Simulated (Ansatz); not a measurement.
The parent structure is Cu in the fcc (Cu type) structure (space group Fm-3m, No. 225; a = 3.579 Å; relaxed with 0.1 eV smearing). Axes: x, y, z lie along the cube axes.

The values are results of r2SCAN, PAW, 500 eV (Ansatz, a first-principles code; no spin-orbit coupling), earlier PAW set, not measurements.

Base values:

* **Volume per atom**: 11.46 Å³

Now apply this change: uniaxial stress, 5 GPa compression along x, with the cell and atoms free to relax against it.

Problem. What happens to the energy relative to the base?

Solution. The energy rises by 45 meV/atom.

Problem. Estimate the effect on the volume per atom.

Solution. The volume per atom stays essentially unchanged (11.46 Å³ against 11.45 Å³).

Load acts through the strain it causes; cell and atoms are relaxed under it. Beyond what the load breaks, stability against distortions was not tested. The final runs are not spin-polarised. Under uniaxial stress, 5 GPa compression along x the cell changed shape so far that it is another structure.
